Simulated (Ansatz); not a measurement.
An input for Ansatz (PBEsol) and the part of its output that reports the quasi-harmonic study. Lengths are of the primitive cell. 

Ansatz 0.2 input:
```yaml
crystal:
  lattice:
    - [3.0164389374, 0.0, 0.0]
    - [-1.5082194687, 2.6123127488, 0.0]
    - [0.0, 0.0, 3.1888850588]
  atoms:
    - { symbol: Ti, position: [0.0, 0.0, 0.0] }
    - { symbol: B, position: [0.3333333333, 0.6666666667, 0.5] }
    - { symbol: B, position: [0.6666666667, 0.3333333333, 0.5] }
kpoints:
  mp_grid: { grid: [12, 12, 12] }
hamiltonian:
  xc: pbesol
  pseudopotentials: { kind: paw }
scf:
  occupations: { method: methfessel_paxton, width: 0.15 }
phonons:
  method: dfpt
  qmesh: [4, 4, 3]
  temperatures: { t_max: 1000, t_step: 25 }
  thermal_expansion: {}
checkpoint:
  write: run
```

```
--- Thermal expansion: 16 cells in 3 rounds, 0 GPa ---
  no lower state was reached at cell 6; its state was not examined: fill_not_monotonic
  without vibrations: a 3.01692, b 3.01692, c 3.18564 Å, V 25.1104 Å³, B 263.33 GPa
  at 0 K: a 3.02715, b 3.02715, c 3.19384 Å, V 25.3462 Å³, B 257.53 GPa
  zero-point expansion: a +0.339, b +0.339, c +0.258, V +0.939 %
      T/K        a/Å        b/Å        c/Å       V/Å³ | expansion of a, b, c, V (1e-6/K)   | that of V in the mean from 25 °C | C_P, C_V (J/mol K of the cell) | B_T, B_S (GPa)
     0.00    3.02715    3.02715    3.19384    25.3462 |    0.00    0.00    0.00    0.00 |    6.23 |     0.000     0.000 |   257.53   257.53
   100.00    3.02719    3.02719    3.19396    25.3478 |    0.54    0.54    1.46    2.54 |    9.06 |     7.324     7.321 |   257.41   257.50
   200.00    3.02759    3.02759    3.19504    25.3631 |    2.13    2.13    5.16    9.42 |   12.16 |    27.928    27.859 |   256.44   257.08
   298.15    3.02846    3.02846    3.19703    25.3934 |    3.65    3.65    7.27   14.57 |       - |    43.994    43.747 |   254.84   256.28
   375.00    3.02942    3.02942    3.19893    25.4246 |    4.58    4.58    8.14   17.30 |   16.02 |    52.511    52.075 |   253.36   255.47
   475.00    3.03095    3.03095    3.20165    25.4720 |    5.46    5.46    8.80   19.71 |   17.50 |    59.882    59.171 |   251.26   254.28
   575.00    3.03270    3.03270    3.20454    25.5244 |    6.06    6.06    9.20   21.33 |   18.64 |    64.667    63.666 |   249.06   252.98
   675.00    3.03461    3.03461    3.20753    25.5804 |    6.51    6.51    9.47   22.48 |   19.55 |    67.942    66.645 |   246.80   251.61
   775.00    3.03664    3.03664    3.21061    25.6392 |    6.84    6.84    9.68   23.36 |   20.30 |    70.312    68.715 |   244.51   250.19
   875.00    3.03876    3.03876    3.21374    25.7001 |    7.11    7.11    9.85   24.07 |   20.94 |    72.120    70.219 |   242.18   248.73
   975.00    3.04096    3.04096    3.21693    25.7628 |    7.34    7.34   10.00   24.68 |   21.50 |    73.569    71.359 |   239.83   247.26
  1000.00    3.04152    3.04152    3.21774    25.7788 |    7.39    7.39   10.03   24.82 |   21.63 |    73.890    71.603 |   239.24   246.88
  stiffness (GPa) against the strains that keep the symmetry, 3 along the crystal's axis
    without vibrations: C11 + C12 745.91, C13 112.51, C33 470.84
  the static fit leaves 0.001 meV an atom of the energies and, of the stresses, 0.000 GPa of each cell's largest along a strain (root mean squares over the cells), whose Pulay part it has at -0.027 GPa
  vibrations' free energy: its fit passes through its cells
  the electrons' free energy at temperature is in it; its fit leaves 0.0021 meV an atom at the most
  free energies summed between the sampled wave vectors
  estimated error of the fitted expansion in any direction: up to 0.187e-6/K, at 1000 K (an estimate, not a bound: it was exceeded on models of known expansion)
  by sums over the sampled wave vectors an expansion of the volume parts by up to 0.16e-6/K
  by a static energy of one degree less an expansion of the volume parts by up to 0.01e-6/K
```

Warnings of the run: phonon_interpolation_lacks_quadrupole_term, thermal_expansion_settings.

Cost: about 100 core-minutes (a rough figure).

Whether this phase is the stable one at each condition was not tested.

The PAW data sets were generated under PBE and serve the other functionals too.

Ansatz is a quantum-chemistry and plane-wave program.
